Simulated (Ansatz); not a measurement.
W (model structure, started from the diamond type, Fd-3m, No. 227, 2 atoms in the cell) was calculated with r²SCAN (PAW; Ansatz, a first-principles code).

Run with plane-wave cutoff 560 eV, 16×16×16 k mesh, Fermi–Dirac smearing 0.05 eV, no spin polarisation, scalar-relativistic PAW data made under PBE.

Cell (relaxed at this level):

```
CELL_PARAMETERS angstrom
      0.00000     2.89526     2.89526
      2.89526     0.00000     2.89526
      2.89526     2.89526     0.00000
ATOMIC_POSITIONS crystal
  W  0.25000 0.25000 0.25000
  W  0.00000 0.00000 0.00000
```

### Question
Predict the bulk modulus B0.

### Answer

- bulk modulus B0 = 125 GPa

Note: the run has no spin polarisation, so it can have missed a magnetic state; the bulk modulus is −V dP/dV from two relaxed cells at ±2 % in volume; the relaxation could raise the start's symmetry but not lower it, so the cell can be a saddle point.

Spin–orbit coupling is not included.

The computed numbers hold no vibrational or temperature effects.

A model structure was made by putting elements into a prototype or built by hand; it is no filed structure, need not be a known phase, and can be a saddle point held by its symmetry.
